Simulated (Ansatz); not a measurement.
# V2O3 under a change: biaxial strain +0.87 %, plane normal [001], relaxed out of plane

The reference is V2O3 in the corundum structure (space group R-3c, No. 167; a = 4.7752 Å, c = 14.2339 Å (hexagonal axes); ferromagnetic). Axes: x lies along a and z along c of the hexagonal cell.

Now apply this change: biaxial strain +0.87 %, plane normal [001], relaxed out of plane (Cartesian); in-plane vectors clamped, the third vector and the atoms free.

All numbers come from DFT with PBEsol, PAW potentials and a 420 eV plane-wave cutoff in Ansatz (a quantum-chemistry and plane-wave program), no spin-orbit coupling, earlier PAW set. k-mesh 12×12×12 (Γ-centred); smearing 0.05 eV (Fermi–Dirac).

| quantity | base | changed | shift |
|---|---|---|---|
| volume per atom | 9.37 Å³ | 9.45 Å³ | +0.08 Å³ |
| space group | R-3c (No. 167) | R-3c (No. 167) | – |
| shortest interatomic distance | 1.948 Å | 1.952 Å | +0.0047 Å |
| energy relative to the base (free energy F) | 0 meV/atom | +1.4 meV/atom | +1.4 meV/atom |
| pressure (mean of the normal stresses, compression positive) | 0.0 GPa | -1.8 GPa | -1.8 GPa |
| band gap | zero | zero | – |
| magnetic state | ferromagnetic | ferromagnetic | – |
| out-of-plane strain (rough) | – | -0.84 % | – |

Cost of the whole job for the changed cell (relaxation, final SCF and bands): about 15 core-minutes (a rough figure).

Other magnetic orders, which the real material may have, were not ruled out. Without a gap, meshes like the base's 12×12×12 leave anisotropic stresses uncertain by several tenths of a GPa, and small strain energies with them. No phonon test of stability was made. No Hubbard U is applied, and correlation can decide whether such a compound is a metal. The base started in C2/c and relaxed to R-3c at this level.
